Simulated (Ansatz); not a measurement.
# Electron-phonon data for Li (Im-3m)

Input:

```yaml
crystal:
  lattice:
    - [-1.71612, 1.71612, 1.71612]
    - [1.71612, -1.71612, 1.71612]
    - [1.71612, 1.71612, -1.71612]
  atoms:
    - { symbol: Li, position: [0.00000, 0.00000, 0.00000] }
```

Level of theory: PBE, DFPT electron-phonon coupling, linearised Boltzmann equation (plane waves, PAW, scalar-relativistic; Ansatz, a first-principles code). Condition of this run: functional PBE. Cell: relaxed with this functional, without spin-orbit coupling.

```yaml
resistivity at 300 K: 11.2 μΩ·cm
resistivity times mean free path for one path shared by all states (from the Fermi surface's area): 9.4 ×10⁻¹⁶ Ω·m²
electron-phonon coupling λ: 0.47
transport coupling λ_tr: 0.55
logarithmic_mean_phonon_energy: 15.1 meV
density of states at the Fermi level: 0.24 states/(eV·spin·cell)
drude_plasma_energy: 6.7 eV
Hall coefficient at 300 K: -13.8 ×10⁻¹¹ m³/C
```

A metal at this level (no band gap). Only scattering by harmonic phonons is included (no impurities, grain boundaries, electron-electron scattering or thermal expansion). Spin-orbit coupling is left out. The squared frequency of the phonon mode least converged on the k mesh is uncertain by about 14 %. Halving the electron mesh (36x36x36) moves the resistivity by up to 1 % at 300 K, the coupling by up to 2 %. Smearing 0.20 eV; phonons on a 6x6x6 q mesh, which this run doesn't test and which matters most at low temperature.
